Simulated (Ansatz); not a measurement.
# Predicting one run from its neighbours: the energy against the mesh, InP (R3m, 2 atoms in the cell)

```
CELL_PARAMETERS angstrom
      0.00000     2.92619     2.92619
      2.92619     0.00000     2.92619
      2.92619     2.92619     0.00000
ATOMIC_POSITIONS crystal
  In 0.00493 0.00493 0.00493
  P  0.25000 0.25000 0.25000
```

Method of the run: LDA (PW92), PAW files made with PBE (plane waves; Ansatz, an electronic-structure program).

Base settings: basis.ecutwfc = 420 eV; kpoints.mp_grid.grid = 7 7 7; hamiltonian.xc = lda; hamiltonian.pseudopotentials = {kind: paw} (the program's default PAW files); scf.occupations.method = fermi_dirac; scf.occupations.width = 0.02 eV.

The last step of the ladder, which sets the zero, is kpoints.mp_grid.grid = 21 21 21.

The starting cell has typed, rounded lattice constants, without a prior relaxation at this level. Its lattice was rescaled by up to half a per cent. One atom was moved a little off its site on purpose.

The meshes are centred on Γ.

In a gapped crystal the sum over the mesh converges exponentially with the size of the supercell that the mesh stands for: ln(ΔF) = a + b·N.

| kpoints.mp_grid.grid | divisions along the first axis | F less the last step's (meV/atom) | ln of it |
|---|---|---|---|
| 4 4 4 | 4 | 62.08 | 4.128 |
| 5 5 5 | 5 | 20.59 | 3.025 |
| 6 6 6 | 6 | ? | ? |
| 7 7 7 | 7 | 3.15 | 1.147 |
| 8 8 8 | 8 | 1.40 | 0.336 |

Fit the line to the 4 rows given and predict the withheld one.

Means: x̄ = 6.0000, ȳ = 2.1590. Σ(x − x̄)(y − ȳ) = -9.462 and Σ(x − x̄)² = 10.00, so b = -0.9462 and a = ȳ − b·x̄ = 7.8362; each further division cuts the miss by a factor of 2.6. The largest residual of the fitted rows is 0.080. At x = 6 the line gives 2.159, that is 8.66 meV/atom. The run gave 7.68 meV/atom, a miss of 0.98 meV/atom (13 %). The table is a window of a longer ladder. The rows were chosen because the form fits them, the withheld one included, so this shows the method and is no test of the form.

Left out of this page: 10 runs of the series outside the window shown, repeating another row's setting, or not comparable.

Keys are those of Ansatz 0.2.
